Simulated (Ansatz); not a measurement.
**SrTaNO₂ (model structure, Pbcm, No. 57, 20 atoms in the cell)**

These are PBEsol (PAW; Ansatz, a quantum-chemistry and plane-wave program) values and carry that method's errors.

Numerical settings: plane-wave cutoff 520 eV, 6×6×4 k mesh (along the axes of the cell as run), Fermi–Dirac smearing 0.01 eV, scalar-relativistic PAW data made under PBE.

Cell (relaxed at this level):

```cif
data_N4O8Sr4Ta4
_chemical_formula_sum 'Sr4 Ta4 O8 N4'
_space_group_name_H-M_alt 'Pbcm'
_space_group_IT_number 57
_space_group_name_Hall '-P 2c 2b'
_cell_length_a 5.73050
_cell_length_b 5.69910
_cell_length_c 7.95872
_cell_angle_alpha 90.000
_cell_angle_beta 90.000
_cell_angle_gamma 90.000
loop_
_atom_site_label
_atom_site_type_symbol
_atom_site_symmetry_multiplicity
_atom_site_Wyckoff_symbol
_atom_site_fract_x
_atom_site_fract_y
_atom_site_fract_z
_atom_site_occupancy
Sr1 Sr 4 c 0.73862 0.25000 0.00000 1
Ta1 Ta 4 d 0.23642 0.25733 0.25000 1
O1 O 4 d 0.53284 0.45980 0.25000 1
O2 O 4 c 0.27375 0.25000 0.00000 1
N1 N 4 d 0.02291 0.51894 0.25000 1
```

For SrTaNO₂ (model structure, Pbcm, No. 57, 20 atoms in the cell), the band gap is 0.81 eV (on the SCF k mesh).

Note: the relaxation could raise the start's symmetry but not lower it, so the cell can be a saddle point.

Spin–orbit coupling is not included.

Static lattice: no zero-point or thermal effects.

A model structure was made by putting elements into a prototype or built by hand; it is no filed structure, need not be a known phase, and can be a saddle point held by its symmetry.
